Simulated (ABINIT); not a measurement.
# Equation of state of Mg3Sb2 (space group 164): energy against volume (ABINIT, PBE)

```xyz
5
Lattice="4.4789 0.0000 0.0000 -2.2395 3.8789 0.0000 0.0000 0.0000 7.1014" Properties=species:S:1:pos:R:3 pbc="T T T"
Mg     0.0000     0.0000     0.0000
Mg     0.0000     2.5859     4.5023
Mg     2.2395     1.2930     2.5991
Sb     0.0000     2.5859     1.6191
Sb     2.2395     1.2930     5.4823
```

Level of theory: PBE, norm-conserving pseudopotentials (PseudoDojo nc-sr-05 PBE standard) (plane waves; ABINIT). Settings: pseudos = [Mg.upf, Sb.upf]; ecut = 110 Ry; ixc = 11; occopt = 3; tsmear = 0.01 eV; ngkpt = 6 6 3; nshiftk = 1; shiftk = 0 0 0; potentials = PseudoDojo nc-sr-05 PBE standard; nband = 39; kptopt = 1; nstep = 80; tolvrs = 1e-11. The cell above is the first row's. The rows scale it uniformly. In all rows fractional positions and the k mesh are held. E is the free energy at the stated smearing, counted from the lowest row.

| V (Å^3/atom) | E (meV/atom) |
|---|---|
| 24.675 | ? |
| 25.211 | 12.11 |
| 25.748 | 4.63 |
| 26.284 | 0.72 |
| 26.820 | 0.00 |
| 27.357 | 2.17 |
| 27.893 | 6.94 |
| 28.430 | 14.04 |

Taking the third-order Birch-Murnaghan form, a cubic in V^(-2/3) for E over the 7 complete rows: With u = V^(-2/3) - 0.1117, the rows have u = 0.0046072, 0.0029844, 0.0014199, -0.0000923, -0.0015576, -0.0029732, -0.0043467. Least squares gives E = -0.039 - 400.1·u + 656164·u² + 669296·u³. Residuals (row less fit): -0.001, 0.001, 0.002, -0.004, -0.004, 0.007, -0.003; standard error 0.005 (degrees of freedom: 3). Its minimum lies at u = 0.0003047, so V0 = (0.1120047)^(-3/2) = 26.68. There d²E/du² = 1314000 and d³E/du³ = 4016000, so B0 = (4/9) × 26.68^(-7/3) × 1314000 × 0.160218 = 44.0 GPa (the last factor turns the table's units into GPa), and B0' = 4 + (2/3) × 0.1120047 × (4016000)/1314000 = 4.2. The program's pressures in the fitted runs (not shown) pass through zero at V = 26.68, 0.00 % from this V0.

Problem. Estimate the missing E (V = 24.675); what did the run itself give?

Solution. u = 0.0062855, so E = -0.039 - 400.1 × 0.0062855 + 656164 × 0.0062855² + 669296 × 0.0062855³ = 23.536 meV/atom. The calculation gives 23.51 meV/atom, 0.026 meV/atom below the prediction (0.1 % of the range of E in the table). The row lies outside the fitted rows, so this is an extrapolation. From the scatter of the fitted rows alone, a prediction at this place has a standard error of 0.018 meV/atom, so the miss is 1.5 times that.

Carrying the step between the two nearest rows on in a straight line would have given 19.58, off by 3.93; series whose last step already gives the withheld value aren't shown. The scan was laid around a cell of about the measured size, scaled by a guess for this functional; axis ratios and inner coordinates come from that cell. The runs keep the symmetry of the cell, so they don't test it for distortions. The PBE file for Sb was generated anew from PseudoDojo's inputs, some of which were changed. Spin-orbit coupling is off. The shape of the cell and the inner coordinates aren't relaxed, so V0 and B0 belong to this uniform scaling; a relaxed crystal lies no higher in energy and is usually softer (forces reach 0.27 eV/Å in these rows). 1 of the planned runs didn't end soundly and are left out. Cutoffs and mesh are single choices, not tested for convergence of this quantity. Series with a scatter that would blur these digits, or in which a gap closes, are not shown. Nor are scans whose minimum lies at an end fitted in this form.
